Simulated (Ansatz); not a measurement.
Consider the following.

```xyz
6
Lattice="3.2278 0.0000 0.0000 -1.6139 2.7953 0.0000 0.0000 0.0000 12.3469" Properties=species:S:1:pos:R:3 pbc="T T T"
Mo     1.6139     0.9318     9.2602
Mo     0.0000     1.8636     3.0867
Se     0.0000     1.8636    10.9307
Se     1.6139     0.9318     1.4162
Se     1.6139     0.9318     4.7572
Se     0.0000     1.8636     7.5897
```

These are PBEsol+D3BJ, rigid bands (plane waves, PAW, scalar-relativistic; Ansatz, a program for electronic structure) values and carry that method's errors. Cell: cell and atoms relaxed with PBEsol+d3bj.

Predict the electron conductivity mass (n e² τ/σ) at 300 K, by direction if it differs.

0.51 (x), 0.51 (y), 0.42 (z) mₑ.

And the band gap?

0.53 eV at this level; semilocal functionals usually fall short of the measured gap.

Rigid bands, one relaxation time for all states, no polarons. Spin-orbit coupling is left out; where it splits the top of the valence band it changes the hole mass and lowers the gap by about a third of the splitting. Geometry: cell and atoms relaxed with PBEsol+D3(BJ).
